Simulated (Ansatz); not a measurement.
Data:

```
BaHfO3
1.0
    4.15753     0.00000     0.00000
    0.00000     4.15753     0.00000
    0.00000     0.00000     4.15753
Ba Hf O
1 1 3
Direct
  0.50000   0.50000   0.50000
  0.00000   0.00000   0.00000
  0.00000   0.50000   0.00000
  0.50000   0.00000   0.00000
  0.00000   0.00000   0.50000
```

A single point on BaHfO3, its geometry relaxed with PBEsol.

The values are results of PBEsol (Ansatz, an electronic-structure program), spin-orbit coupling included, not measurements. k-mesh 8×8×8 (Γ-centred); smearing 0.05 eV (Fermi–Dirac).

Problem. Predict the width of the top valence band, electron mass, pressure and gap character.

Solution. Width of the top valence band: 0.80 eV
Electron mass (degenerate bands, along [100]): 0.33, 0.76 mₑ (at Γ)
Pressure: -0.17 GPa
Gap character: direct at Γ

Single points use the geometry relaxed with PBEsol. Effective masses come from finite differences of ±0.01 Å⁻¹. No phonon test of stability was made. The cell is BaHfO$_{3}$ in the cubic perovskite structure (space group Pm-3m, No. 221).
